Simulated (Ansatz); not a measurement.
# Al2O3: tensor shear ε_xz = +2.00 %

Start from Al$_{2}$O$_{3}$ in the corundum structure (space group R-3c, No. 167; a = 4.774 Å, c = 13.015 Å (hexagonal axes)). Axes: x lies along a and z along c of the hexagonal cell.

Now apply this change: a pure shear with ε_xz = ε_zx = 0.0200; the atoms relax in the strained cell.

Method: PBEsol in Ansatz (plane waves to 420 eV, PAW, no spin-orbit coupling). Settings: 8×8×8 k-points, 0.05 eV Fermi–Dirac smearing.

The volume per atom is still 8.56 Å³ and the space group goes from R-3c (No. 167) to P-1 (No. 2). The shortest interatomic distance drops by 0.019 Å to 1.842 Å and the energy rises by 6.1 meV/atom. The band gap falls by 0.03 eV, from 6.03 eV to 6.00 eV and the gap character remains direct at Γ. The valence-band top at Γ (three highest levels, from the VBM) goes from 0.00, -0.04, -0.04 eV to 0.00, -0.05, -0.07 eV and the largest internal atomic displacement comes out as 0.011 Å. The stress (xx, yy, zz, yz, xz, xy; compression positive) is (0.48, 0.22, 0.48, -0.06, -5.65, -0.75) GPa.

Whether these cells are dynamically stable was not tested. k-point labels follow each cell's own Brillouin zone.

Ansatz is a quantum-chemistry and plane-wave program.
